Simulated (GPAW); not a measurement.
Input and output of a self-consistent single point for NiAl (Pm-3m, 2 atoms in the cell) (GPAW).

Method of the run: PBE, GPAW PAW datasets PBE (gpaw-data 1.0.1) (plane waves; GPAW).

The change in words: lattice scaled by 0.98. Reference geometry:
```
NiAl
1.0
    2.90994     0.00000     0.00000
    0.00000     2.90994     0.00000
    0.00000     0.00000     2.90994
Al Ni
1 1
Cartesian
  1.45497   1.45497   1.45497
  0.00000   0.00000   0.00000
```

Reference input (self-consistent single point, DFT PBE, plane waves, GPAW PAW datasets PBE (gpaw-data 1.0.1)): mode = pw; ecut = 800 eV; xc = PBE; kpts = 8 8 8; mesh shift (steps) = 0 0 0; occupations.name = methfessel-paxton; occupations.width = 0.1 eV; occupations.order = 0; nbands = -10; symmetry.symmorphic = false; symmetry.tolerance = 0.0005; maxiter = 150. This run's input differs from it in these lines:

```diff
@@ -5,5 +5,5 @@
 atoms = Atoms(['Al', 'Ni'],
-              cell=[[2.909941, 0.000000, 0.000000],
-                    [0.000000, 2.909941, 0.000000],
-                    [0.000000, 0.000000, 2.909941]],
+              cell=[[2.851742, 0.000000, 0.000000],
+                    [0.000000, 2.851742, 0.000000],
+                    [0.000000, 0.000000, 2.851742]],
               scaled_positions=[[0.500000, 0.500000, 0.500000],
```

The program printed (abridged):

```
     iter     time        total  log10-change:
                         energy   eigst   dens
iter:   1 --:--:--   -12.467609
iter:   2 --:--:--   -12.344483   -0.63  -1.47
iter:   3 --:--:--   -12.243387   -1.47  -1.53
iter:   4 --:--:--   -12.295188   -2.31  -1.58
iter:   5 --:--:--   -12.293196   -2.82  -1.84
iter:   6 --:--:--   -12.335389   -2.95  -2.23
iter:   7 --:--:--   -12.298698   -3.11  -2.06
iter:   8 --:--:--   -12.298561   -5.60  -3.22
iter:   9 --:--:--   -12.298566c  -6.22  -3.70
iter:  10 --:--:--   -12.298548c  -6.28  -3.63
iter:  11 --:--:--   -12.298549c  -7.62c -4.44c
Converged after 11 iterations.

Dipole moment: (-0.000000, -0.000000, -0.000000) |e|*Ang

Energy contributions relative to reference atoms: (reference = -47971.421712)

Kinetic:        +15.706770
Potential:      -10.231583
External:        +0.000000
XC:             -17.855827
Entropy (-ST):   -0.005910
Local:           +0.085046
SIC:             +0.000000
--------------------------
Free energy:    -12.301504
Extrapolated:   -12.298549

Showing only first 2 kpts
 Kpt  Band  Eigenvalues  Occupancy
  0     7      7.84808    2.00000
  0     8      7.84808    2.00000
  0     9     15.01365    0.00000
  0    10     15.01365    0.00000

  1     7      7.72034    2.00000
  1     8      7.86226    2.00000
  1     9     12.83037    0.00000
  1    10     15.40214    0.00000

Fermi level: 9.37294

No gap
No difference between direct/indirect transitions
Energy (eV): -12.298549

Forces in eV/Ang:
  0 Al    0.00000    0.00000    0.00000
  1 Ni   -0.00000    0.00000    0.00000

Stress tensor:
    -0.054985     0.000000     0.000000
     0.000000    -0.054985     0.000000
     0.000000     0.000000    -0.054985
Stress (GPa, Voigt): [-8.8096 -8.8096 -8.8096  0.      0.      0.    ]
```

The run converged in 11 iterations. GPAW prints stress with tension positive. Against the reference run the free energy goes up by 14.5 meV/atom and the pressure goes from -1.86 to 8.81 GPa.

The starting cell has typed, rounded lattice constants, without a prior relaxation at this level. Its lattice was rescaled by a random factor within 2.5 % of one. For this run, on top of that: lattice scaled by 0.98. Spin polarisation is off. With a pressure of about 9 GPa the cell is away from its equilibrium volume at this level.
